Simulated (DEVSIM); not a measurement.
Structure: Ru/HfO2/n-Si capacitor, at 300 K.

Layer 1 from the left is HfO2, thickness (nm) 3.40. Layer 2 from the left is Si, thickness (nm) 13000, Nd (cm⁻³) 2e15.

Metal gate on the left, work function 4.7 eV. Fixed charge at the semiconductor interface 4e10 cm⁻² (in units of +e); no interface traps.

The device is made up for the run: typed textbook-type constants, with dimensions and the other settings drawn at random. Values at 300 K.

HfO2: gap (eV) 5.7, affinity (eV) 2.5, permittivity 22. Si: gap (eV) 1.124, affinity (eV) 4.05, permittivity 11.7, Nc (cm⁻³) 2.86e19, Nv (cm⁻³) 3.1e19.

Problem. Estimate by hand the flat-band voltage, the threshold voltage, and compare with a numerical solution.

Solution. 
- Flat-band voltage: C = 5.73 μF/cm², work-function difference 0.403 V; VFB = φms − qNf/C = 0.40 V; numerical 0.40 V.
- Threshold voltage: φF = 0.314 V, depletion charge √(4εqNφF) = 2.04e-8 C/cm²; VT = VFB − 2φF − Qd/C = -0.23 V; numerical -0.23 V.

DEVSIM, 1D Poisson equation in equilibrium, Boltzmann statistics, complete ionisation; no quantum confinement or tunnelling. Metal contacts follow the ideal Schottky-Mott rule: no Fermi-level pinning, no interface dipoles.
